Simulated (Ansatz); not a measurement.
**BeS, response to strain**

Start from BeS in the zinc blende structure (space group F-43m, No. 216; a = 4.796 Å). Axes: x, y, z lie along the cube axes.

Strains are applied to the cell and any free atomic positions relax.

All numbers come from Kohn–Sham DFT with the LDA functional, run in Ansatz (a program for electronic structure) with PAW and 420 eV plane waves, without spin-orbit coupling.

Notes on the quantities. energy relative to the base: free energy F.

```
change                       band gap  energy relative to the base  smallest direct gap
---------------------------  --------  ---------------------------  -------------------
base                          2.82 eV                   0 meV/atom              5.49 eV
tensor shear ε_xy = +0.57 %   2.77 eV                +0.5 meV/atom              5.38 eV
tensor shear ε_xy = +2.00 %   2.60 eV                +6.0 meV/atom              5.07 eV
tensor shear ε_xy = +1.71 %   2.64 eV                +4.4 meV/atom              5.13 eV
tensor shear ε_xy = +1.14 %       [?]                          [?]                  [?]
tensor shear ε_xy = +0.86 %   2.74 eV                +1.1 meV/atom              5.32 eV
tensor shear ε_xy = +0.29 %   2.80 eV                +0.1 meV/atom              5.44 eV
tensor shear ε_xy = +1.43 %   2.68 eV                +3.1 meV/atom              5.19 eV
```

### Question
Complete the table.

### Answer

- tensor shear ε_xy = +1.14 %, band gap: 2.71 eV
- tensor shear ε_xy = +1.14 %, energy relative to the base: +1.9 meV/atom
- tensor shear ε_xy = +1.14 %, smallest direct gap: 5.25 eV

Stability against distortions was not tested.
